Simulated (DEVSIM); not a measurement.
Device: Ru/Si3N4/p-GaAs capacitor, at 300 K.

Layer 1 from the left is Si3N4, thickness (nm) 6.50. Layer 2 from the left is GaAs, thickness (nm) 5700, Na (cm⁻³) 1.3e16.

Metal gate on the left, work function 4.7 eV. Fixed charge at the semiconductor interface 1.6e10 cm⁻² (in units of +e); no interface traps.

Constants are typed, rounded textbook-type inputs, not results; the design itself was drawn at random and stands for no fabricated device. Values at 300 K.

Si3N4: gap (eV) 5.1, affinity (eV) 2.1, permittivity 7.5. GaAs: gap (eV) 1.424, affinity (eV) 4.07, permittivity 12.9, Nc (cm⁻³) 4.7e17, Nv (cm⁻³) 9e18.

DEVSIM, 1D Poisson equation in equilibrium, Boltzmann statistics, complete ionisation; no quantum confinement or tunnelling. Metal contacts follow the ideal Schottky-Mott rule: no Fermi-level pinning, no interface dipoles.

Task: What does the simulation give for the threshold voltage (band bending 2φF), the flat-band voltage, the minimum of the low-frequency capacitance?

Result: threshold voltage (band bending 2φF) 0.61 V; flat-band voltage -0.63 V; minimum of the low-frequency capacitance 0.0334 μF/cm².
